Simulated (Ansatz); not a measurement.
Data:

```xyz
1
Lattice="0.0000 1.7287 1.7822 1.7287 0.0000 1.7822 1.7287 1.7287 0.0000" Properties=species:S:1:pos:R:3 pbc="T T T"
Cu     0.0000     0.0000     0.0000
```

Method: PBEsol, rigid bands (plane waves, PAW, scalar-relativistic; Ansatz, an electronic-structure program). Condition of this run: biaxial strain xx = yy = -3 %, z clamped. Cell: cell and atoms relaxed with PBEsol, then loaded as said.

Predict the product ρ₀λ of resistivity and mean free path that follows from the Fermi surface's area.

6.3 ×10⁻¹⁶ Ω·m².

And the Drude plasma energy and the root-mean-square Fermi velocity at 300 K?

9.3 eV; 1.1e6 m/s.

A metal at this level (no band gap); rigid bands, thermally averaged at 300 K, both spins. Spin-orbit coupling is left out. τ is one relaxation time for all states; the product of resistivity and mean free path takes one path for all states instead.
